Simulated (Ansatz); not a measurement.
**Si, response to strain**

The reference is Si in the diamond structure (space group Fd-3m, No. 227; a = 5.444 Å). Axes: x, y, z lie along the cube axes.

Strains are applied to the cell and any free atomic positions relax; under biaxial strain the out-of-plane vector relaxes too.

Method: r2SCAN (Ansatz, an electronic-structure program, PAW, scalar-relativistic without spin-orbit coupling).

```json
[
 {"variant": "base", "smallest direct gap": "2.74 eV", "volume per atom": "20.17 Å³", "space group": "Fd-3m (No. 227)", "gap character": "–"},
 {"variant": "biaxial strain −2.33 %, plane normal [001], relaxed out of plane", "smallest direct gap": "?", "volume per atom": "?", "space group": "I4_1/amd (No. 141)", "gap character": "indirect, Γ → Γ–X (87 % along)"},
 {"variant": "biaxial strain −1.11 %, plane normal [001], relaxed out of plane", "smallest direct gap": "2.67 eV", "volume per atom": "19.89 Å³", "space group": "I4_1/amd (No. 141)", "gap character": "indirect, Γ → Γ–X (87 % along)"},
 {"variant": "biaxial strain +2.73 %, plane normal [110], relaxed out of plane", "smallest direct gap": "2.26 eV", "volume per atom": "21.05 Å³", "space group": "Imma (No. 74)", "gap character": "indirect, Γ → Γ–T (80 % along)"},
 {"variant": "biaxial strain −1.13 %, plane normal [111], relaxed out of plane", "smallest direct gap": "2.54 eV", "volume per atom": "19.81 Å³", "space group": "R-3m (No. 166)", "gap character": "indirect, Γ → F–Γ (13 % along)"},
 {"variant": "tensor shear ε_xz = −0.80 %", "smallest direct gap": "2.57 eV", "volume per atom": "20.17 Å³", "space group": "Imma (No. 74)", "gap character": "indirect, Γ → k = (0.400, 0, 0.400) in the run's primitive reciprocal basis"}
]
```

Task: Some entries are withheld; estimate them.

Result: 
- biaxial strain −2.33 %, plane normal [001], relaxed out of plane, smallest direct gap: 2.60 eV
- biaxial strain −2.33 %, plane normal [001], relaxed out of plane, volume per atom: 19.57 Å³

A biaxial case was relaxed in a doubled cell and then solved in the primitive one. Whether these cells are dynamically stable was not tested. k-point labels follow each cell's own Brillouin zone.
